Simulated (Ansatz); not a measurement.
Take YN in the rock salt structure (space group Fm-3m, No. 225) as the base.

```
CELL_PARAMETERS angstrom
      0.00000     2.42817     2.42817
      2.42817     0.00000     2.42817
      2.42817     2.42817     0.00000
ATOMIC_POSITIONS crystal
  N  0.00000 0.00000 0.00000
  Y  0.50000 0.50000 0.50000
```

Cartesian axes are those of the cell as printed.

Calculations: PBEsol, PAW, 420 eV (Ansatz, a quantum-chemistry and plane-wave program; no spin-orbit coupling), earlier PAW set.

For the base:

```
Item                              Value
-----------------------------  --------
Shortest interatomic distance  242.8 pm
```

The change: uniaxial stress, 5 GPa compression along z, with the cell and atoms free to relax against it.

### Question
What happens to the energy relative to the base and shortest interatomic distance?

### Answer
The energy grows by 3.2 meV/atom; the shortest interatomic distance decreases by 3.5 pm (242.8 pm → 239.3 pm).

A case with no gap was solved on a k-mesh chosen for an insulator, which is coarse for it. Load acts through the strain it causes; cell and atoms are relaxed under it. Beyond what the load breaks, stability against distortions was not tested. All final runs are without spin polarisation.
